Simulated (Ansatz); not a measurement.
Consider interstitial H in ferroelectric LiNbO3, charge state +1. Level of theory: PBE, PAW (plane waves to 420 eV; Ansatz, a program for electronic structure).

120-site cell at the relaxed PBE lattice, the Γ point alone, smearing 0.01 eV, spin-restricted, no finite-size correction. Static, classical nuclei. The charge state is imposed; whether it is stable for some Fermi level was not computed. Sites that were not tried may lie lower. The start lies 0.12 eV above the lowest site run (PBE).

Barriers: single points on a 2×2×2 k-point mesh shifted by half a step along c at the bands' geometries.

The step: several atoms move together, H the farthest; the atom moves 2.19 Å along (-0.07, 0.38, 0.00) of the unit cell; the moving atom starts with neighbours Li at 1.99; O at 1.00, O at 1.72 Å and ends with Li at 1.99; O at 1.00, O at 1.72 Å.

Q: Give the migration barrier of this step at the level PBE, PAW.

A: 0.93 eV, the same both ways. At the saddle the moving atom has neighbours Nb at 2.03; 2 O at 1.26 Å. The check of the saddle point's order was inconclusive.
